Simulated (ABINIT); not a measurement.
## What a tighter setting buys: toldfe, LiMg (P-6m2, 2 atoms in the cell)

```
CELL_PARAMETERS angstrom
      3.10850     0.00000     0.00000
     -1.55425     2.69204     0.00000
      0.00000     0.00000     5.02547
ATOMIC_POSITIONS crystal
  Li 0.00000 0.00000 0.00000
  Mg 0.66667 0.33333 0.50000
```

Method of the run: PBEsol, norm-conserving pseudopotentials (PseudoDojo nc-sr-04 PBEsol standard) (plane waves; ABINIT).

Base settings: pseudos = [Li.upf, Mg.upf]; ecut = 1143 eV; occopt = 7; tsmear = 0.00999582 Ha; ngkpt = 16 16 9; nshiftk = 1; shiftk = 0 0 0; potentials = PseudoDojo nc-sr-04 PBEsol standard; nband = 12; kptopt = 1.

Misses are taken against the tightest run, 3.7e-14 Ha, which need not be fully converged itself.

The count of work is k-points × plane waves × bands × iterations; it is no time, and leaves out set-up, grids and terms that scale otherwise. Core times come from one kind of shared machine and are given to one figure; runs under 30 s give none.

The starting cell comes from a database of computed structures (which also holds hypothetical and non-ambient phases and stackings), without a prior relaxation at this level.

The runs (toldfe): 0.0037 Ha | 0.00037 Ha | 3.7e-05 Ha | 3.7e-06 Ha | 3.7e-07 Ha | 3.7e-08 Ha | 1e-09 Ha | 3.7e-10 Ha | 3.7e-12 Ha | 3.7e-14 Ha.

Which is the coarsest setting among those run that, with all tighter ones, holds the pressure within 0.2 GPa of the reference, and what does it save?

3.7e-05 Ha, off by 0.033 GPa; it needs 0.26 of the reference's count of work and about 0.3 of the reference's time.

What does the step from 0.0037 Ha to 3.7e-12 Ha buy?

It takes the miss in the pressure from 0.74 to 0.000 GPa, for 2.2 times the count of work and roughly 2 times the time.

| toldfe | pressure less reference (GPa) | count of work / reference | core time / reference (rough) |
|---|---|---|---|
| 0.0037 Ha | -0.74 | 0.21 | 0.2 |
| 0.00037 Ha | -0.74 | 0.21 | 0.3 |
| 3.7e-05 Ha | 0.03 | 0.26 | 0.3 |
| 3.7e-06 Ha | 0.00 | 0.32 | 0.4 |
| 3.7e-07 Ha | 0.00 | 0.37 | 0.4 |
| 3.7e-08 Ha | 0.00 | 0.37 | 0.4 |
| 1e-09 Ha | 0.00 | 0.42 | 0.4 |
| 3.7e-10 Ha | 0.00 | 0.42 | 0.8 |
| 3.7e-12 Ha | 0.00 | 0.47 | 0.5 |
| 3.7e-14 Ha | 0.00 | 1.0 | 1 |
